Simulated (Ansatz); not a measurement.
The starting structures come from a database of crystals and need not be the phases stable at ambient conditions.

The decay constant κ of evanescent states in the gap governs leakage through a thin film.

Data:

```
CELL_PARAMETERS angstrom
      4.48623     0.00000     0.00000
      0.00000    11.42209     0.00000
      0.00000     5.71105     5.71105
ATOMIC_POSITIONS crystal
  Ba 0.00000 0.50000 0.00000
  Ba 0.00000 0.00000 0.00000
  Te 0.50746 0.30056 0.50000
  Te 0.49254 0.19944 0.10112
  Te 0.50746 0.69944 0.50000
  Te 0.49254 0.80056 0.89888
  Te 0.87186 0.50000 0.50000
  Te 0.12814 0.00000 0.50000
```

Space group of this cell: P-42_1m. The cell is taken as given.

Transport runs along the normal of the first two printed cell vectors, the (110) plane of the conventional cell.

The gap is the functional's own, uncorrected, and κ follows it; spin-orbit coupling is left out. Mid-gap values are interpolated between the computed energies.

Q: Predict the band gap and the smallest decay constant κ at mid-gap from Ansatz (a first-principles code) with r2SCAN.

A: Gap 1.15 eV on a 8×6×6 mesh; κ = 0.152 1/Å, at (0.125, 0.000) of the in-plane reciprocal vectors. At the zone centre, at the nearest computed energy, the slowest state has κ = 0.17 1/Å.
